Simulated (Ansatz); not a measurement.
We look at the energy of the reaction as written. Reaction: 16 Sn (white tin) + H2 (gas) → cell A. Negative: the products are lower in energy.

Cell A: a slab of Sn (grey tin, Fd-3m) cut along (111), 18 atoms, hexagonal cell of 4.71 Å (19.2 Å²), symmetry P-3m1, 31.2 Å thick under 16 Å of vacuum, in-plane vectors held at the crystal's; planes from bottom to top: H | Sn × 16 | H; added, foreign or displaced atoms, above the top plane and below the bottom plane: two times H bound to 1 Sn at 1.75 Å; spin state with PBE: run without spin, k-point mesh 12×12×1.
```yaml
crystal:
  lattice:
    - [4.70569, 0.00000, 0.00000]
    - [-2.35284, 4.07524, 0.00000]
    - [0.00000, 0.00000, 47.36892]
  atoms:
    - { symbol: Sn, position: [0.00000, 0.00000, 0.20733] }
    - { symbol: Sn, position: [0.33333, 0.66667, 0.22646] }
    - { symbol: Sn, position: [0.33333, 0.66667, 0.28699] }
    - { symbol: Sn, position: [0.66667, 0.33333, 0.30729] }
    - { symbol: Sn, position: [0.66667, 0.33333, 0.36807] }
    - { symbol: Sn, position: [0.00000, 0.00000, 0.38840] }
    - { symbol: Sn, position: [0.00000, 0.00000, 0.44924] }
    - { symbol: Sn, position: [0.33333, 0.66667, 0.46957] }
    - { symbol: Sn, position: [0.33333, 0.66667, 0.53043] }
    - { symbol: Sn, position: [0.66667, 0.33333, 0.55076] }
    - { symbol: Sn, position: [0.66667, 0.33333, 0.61160] }
    - { symbol: Sn, position: [0.00000, 0.00000, 0.63193] }
    - { symbol: Sn, position: [0.00000, 0.00000, 0.69271] }
    - { symbol: Sn, position: [0.33333, 0.66667, 0.71301] }
    - { symbol: Sn, position: [0.33333, 0.66667, 0.77354] }
    - { symbol: Sn, position: [0.66667, 0.33333, 0.79267] }
    - { symbol: H, position: [0.00000, 0.00000, 0.17048] }
    - { symbol: H, position: [0.66667, 0.33333, 0.82952] }
```

Reference: Sn (white tin, I4₁/amd), 2 atoms in the cell, k-point mesh 22×22×22 on the run's own vectors. Conventional cell: a = 5.9457 Å, b = 5.9457 Å, c = 3.2170 Å, α = 90.00°, β = 90.00°, γ = 90.00°.

Reference: an isolated H2 molecule (singlet) in a box of 11 × 11 × 13 Å.

Plane-wave PAW calculations with Ansatz (a first-principles code), its default PAW set, cutoff 420 eV, 500 eV for r2SCAN. The structures are at rest with PBE, within the held lattices; other levels are single points on them. Neutral cells; Fermi-Dirac smearing of at most 0.10 eV in the solids, energies taken to zero width. The lattices are those relaxed with PBE, so at other levels the solids can be strained, which adds to the spread. A dispersion term (D3(BJ), or D4 for r2SCAN) was computed beside these levels and is taken off wherever the name lacks it. Nuclei at rest; no vibrational terms. No structure search was made; lower ones may exist. Spin-orbit coupling is left out. Values are for these cell sizes. Cell A has symmetry P-3m1 and got no random move, so less symmetric positions, which may lie lower, weren't tried.

Task: Give the value at the level PBE.

Result: 0.27 eV, for 16 Sn (white tin) + H2 (gas) → cell A.

Task: List the value at the remaining levels and say how far they part.

Result: 
```csv
Method,value (eV),less PBE
r2SCAN,-0.99,-1.26
```

The levels span 1.26 eV, from r2SCAN (-0.99) to PBE (0.27). They disagree on the sign.
